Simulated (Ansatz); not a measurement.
# Short convergence ladders for a (110) slab of VRu (cut from a parent of space group no. 221; 10 atoms in the cell)

```yaml
crystal:
  lattice:
    - [3.01184, 0.00000, 0.00000]
    - [0.00000, 4.25938, 0.00000]
    - [0.00000, 0.00000, 22.51879]
  atoms:
    - { symbol: V, position: [0.50000, 0.25000, 0.31085], spin: 2.0 }
    - { symbol: Ru, position: [0.00000, 0.75000, 0.31085], spin: 2.0 }
    - { symbol: V, position: [0.50000, 0.75000, 0.40542], spin: 2.0 }
    - { symbol: Ru, position: [0.00000, 0.25000, 0.40542], spin: 2.0 }
    - { symbol: V, position: [0.50000, 0.25000, 0.50000], spin: 2.0 }
    - { symbol: Ru, position: [0.00000, 0.75000, 0.50000], spin: 2.0 }
    - { symbol: V, position: [0.50000, 0.75000, 0.59457], spin: 2.0 }
    - { symbol: Ru, position: [0.00000, 0.25000, 0.59457], spin: 2.0 }
    - { symbol: V, position: [0.50000, 0.25000, 0.68915], spin: 2.0 }
    - { symbol: Ru, position: [0.00000, 0.75000, 0.68915], spin: 2.0 }
```
(The spins are starting values, not results.)

Base method: LDA (PW92), default PAW files made with PBE (plane waves; Ansatz, a program for electronic structure).

Base settings: basis.ecutwfc = 420 eV; kpoints.mp_grid.grid = 5 4 1; hamiltonian.xc = lda; hamiltonian.pseudopotentials = {kind: paw} (the program's default PAW files); magnetization.spin_polarized = true; scf.occupations.method = gaussian; scf.occupations.width = 0.1 eV.

The count of work is k-points × plane waves × bands × iterations; it is no time. Core times come from one kind of shared machine, to one figure; runs under 30 s give none.

**The vacuum**

The mesh stays at the base's, so the ladder's end is converged at best in this setting alone.

Only quantities that move along the ladder and can be compared are tabulated.

These are the values that this program gave, and no reference: magnetic slabs can end in a higher state.

| vacuum between outermost atoms (Å) | free energy less the last step's (meV/atom) | largest difference of a force vector from the last step's (eV/Å) | net moment (μB/atom) | count of work / last | core time / last (rough) |
|---|---|---|---|---|---|
| 3.0 | -203.83 | 1.393 | 0.092 | 0.36 | 0.4 |
| 4.0 | -60.68 | 0.650 | 0.012 | 0.48 | 0.5 |
| 5.0 | -11.91 | 0.127 | 0.000 | 0.47 | 0.4 |
| 6.0 | -1.81 | 0.041 | 0.000 | 0.38 | 0.4 |
| 7.0 | -0.23 | 0.014 | 0.000 | 0.40 | 0.5 |
| 8.0 | -0.02 | 0.005 | 0.000 | 0.43 | 0.5 |
| 10.0 | 0.01 | 0.001 | 0.000 | 0.48 | 0.5 |
| 12.0 | 0.01 | 0.000 | 0.000 | 0.53 | 0.6 |
| 14.0 | 0.00 | 0.001 | 0.000 | 0.59 | 0.6 |
| 17.0 | 0.01 | 0.000 | 0.000 | 0.71 | 0.7 |
| 20.0 | 0.00 | 0.000 | 0.000 | 0.74 | 0.7 |
| 25.0 | 0.00 | 0.001 | 0.000 | 0.87 | 0.9 |
| 30.0 | 0.00 | 0.000 | 0.000 | 1.0 | 1 |

Smallest vacuum between outermost atoms (Å) that holds the free energy within 1 meV/atom of the last step, with all finer ones: 7.0, at 0.40 of the last step's count of work; the step before is off by 1.8 meV/atom.

Smallest vacuum between outermost atoms (Å) that holds the net moment within 0.01 μB/atom of the last step, with all finer ones: 5.0, at about 0.4 of the last step's time; the step before is off by 0.012 μB/atom.

Smallest vacuum between outermost atoms (Å) that holds the forces within 0.02 eV/Å of the last step, with all finer ones: 7.0, at 0.40 of the last step's count of work; the step before is off by 0.041 eV/Å.

**The k-point mesh**

Only quantities that move along the ladder and can be compared are tabulated.

The magnetic state is not the same in all runs (site moments differ, or a search went on to a lower state), so steps between rows are not convergence errors alone.

These are the values that this program gave, and no reference: magnetic slabs can end in a higher state.

| kpoints.mp_grid.grid | free energy less the last step's (meV/atom) | largest difference of a force vector from the last step's (eV/Å) | net moment (μB/atom) |
|---|---|---|---|
| 2 2 1 | 244.54 | 0.464 | 0.020 |
| 3 2 1 | -65.94 | 0.376 | 0.051 |
| 3 3 1 | -35.60 | 0.205 | 0.000 |
| 4 3 1 | 8.53 | 0.165 | 0.000 |
| 5 4 1 | 9.27 | 0.103 | 0.000 |
| 6 4 1 | 2.15 | 0.049 | 0.000 |
| 7 5 1 | -0.55 | 0.044 | 0.000 |
| 8 6 1 | 0.01 | 0.041 | 0.000 |
| 9 7 1 | 1.29 | 0.043 | 0.000 |
| 11 8 1 | -0.55 | 0.021 | 0.000 |
| 15 11 1 | -0.09 | 0.011 | 0.000 |
| 17 12 1 | 0.00 | 0.000 | 0.000 |

Coarsest kpoints.mp_grid.grid that holds the net moment within 0.01 μB/atom of the last step, with all finer ones: 3 3 1; the step before is off by 0.051 μB/atom.

Coarsest kpoints.mp_grid.grid that holds the forces within 0.01 eV/Å: not settled: the last two steps still differ by 0.011 eV/Å, over half the tolerance, so the ladder does not show it.

Coarsest kpoints.mp_grid.grid that holds the free energy within 1 meV/atom of the last step, with all finer ones: 11 8 1; the step before is off by 1.3 meV/atom.

Two neighbours can agree and both be off: 4 3 1 and 5 4 1 differ by 0.75 meV/atom in the free energy, yet lie about 9.3 meV/atom from the last step.

**The plane-wave cutoff**

The mesh stays at the base's, so the ladder's end is converged at best in this setting alone.

Only quantities that move along the ladder and can be compared are tabulated.

These are the values that this program gave, and no reference: magnetic slabs can end in a higher state.

| basis.ecutwfc | free energy less the last step's (meV/atom) | largest difference of a force vector from the last step's (eV/Å) | count of work / last | core time / last (rough) |
|---|---|---|---|---|
| 210 eV | 6189.61 | 0.513 | 0.13 | 0.2 |
| 250 eV | 1489.96 | 0.302 | 0.17 | 0.2 |
| 295 eV | 246.53 | 0.025 | 0.21 | 0.3 |
| 355 eV | 15.17 | 0.002 | 0.27 | 0.3 |
| 420 eV | 1.28 | 0.001 | 0.35 | 0.4 |
| 505 eV | 0.71 | 0.001 | 0.47 | 0.5 |
| 630 eV | 0.28 | 0.000 | 0.65 | 0.7 |
| 840 eV | 0.00 | 0.000 | 1.0 | 1 |

Coarsest basis.ecutwfc that holds the free energy within 5 meV/atom of the last step, with all finer ones: 420 eV, at 0.35 of the last step's count of work and about 0.4 of the last step's time; the step before is off by 15 meV/atom.

Coarsest basis.ecutwfc that holds the forces within 0.02 eV/Å of the last step, with all finer ones: 355 eV, at 0.27 of the last step's count of work and about 0.3 of the last step's time; the step before is off by 0.025 eV/Å.

On the base run: the starting cell comes from a database of computed structures (which also holds hypothetical and non-ambient phases and stackings), without a prior relaxation at this level. The slab is cut from that crystal, and its faces are unrelaxed. Its lattice was rescaled by up to half a per cent. The starting moments vanished: the run ended non-magnetic, which need not be the lowest state. The program warned that a starting moment was not kept. In the base run, forces exceed 1 eV/Å. Without a gap this mesh is coarse (it stands for a supercell whose shortest in-plane vector is 15 Å).

Left out of this page: 1 run of the series with a known weakness of the program.

Keys are those of Ansatz 0.2.
